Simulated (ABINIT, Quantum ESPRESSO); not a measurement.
An ABINIT input for a self-consistent single point of Al (Fm-3m, 1 atom in the cell) (DFT, PBE, plane waves, norm-conserving pseudopotentials (PseudoDojo nc-sr-05 PBE standard)):

```
# Al, PseudoDojo nc-sr-05 PBE standard
pp_dirpath "./"
pseudos "Al.upf"
acell 2.8576122500 2.8576122500 2.8576122500 Angstrom
rprim
         0.0000000000    0.7071067812    0.7071067812
         0.7071067812    0.0000000000    0.7071067812
         0.7071067812    0.7071067812    0.0000000000
natom 1
ntypat 1
znucl 13
typat 1
xcart
         0.0000000000    0.0000000000    0.0000000000
      Angstrom
ecut 40 Ry
occopt 7
tsmear 0.00183747
nband 7
kptopt 1
ngkpt 11 11 11
nshiftk 1
shiftk 0 0 0
nstep 60
toldfe 1.0e-09
prtwf 0
prtden 0
enunit 2
```

Q: Give the Quantum ESPRESSO input for the same structure, mesh, smearing and functional.

A: This is the input that was run; spellings and numerical settings could be chosen otherwise.

```fortran
&CONTROL
  calculation = 'scf'
  prefix = 'pwscf'
  outdir = './tmp'
  pseudo_dir = './'
  tprnfor = .true.
  tstress = .true.
/
&SYSTEM
  ibrav = 2
  celldm(1) = 7.63690105
  nat = 1
  ntyp = 1
  ecutwfc = 35
  ecutrho = 210
  occupations = 'smearing'
  smearing = 'gauss'
  degauss = 0.0036749
/
&ELECTRONS
  conv_thr = 1.0e-11
/
ATOMIC_SPECIES
Al    26.9815  Al.pbe-n-kjpaw_psl.1.0.0.UPF
ATOMIC_POSITIONS {crystal}
Al    0.00000000    0.00000000    0.00000000
K_POINTS {automatic}
11 11 11  0 0 0
```

Basis, cutoffs, solver keys and any potentials are the target program's own. This input uses DFT, PBE, plane waves, PSlibrary PAW (PBE, semicore) pseudopotentials. Both were run: pressure -0.21 GPa in ABINIT and -0.04 in Quantum ESPRESSO.

On ABINIT: the starting cell comes from a database of computed structures (which also holds hypothetical and non-ambient phases and stackings), without a prior relaxation at this level. Its lattice was rescaled by a random factor within 2.5 % of one. For this run, on top of that: lattice scaled by 0.98.

On Quantum ESPRESSO: the starting cell comes from a database of computed structures (which also holds hypothetical and non-ambient phases and stackings), without a prior relaxation at this level. Its lattice was rescaled by a random factor within 2.5 % of one. For this run, on top of that: lattice scaled by 0.98.
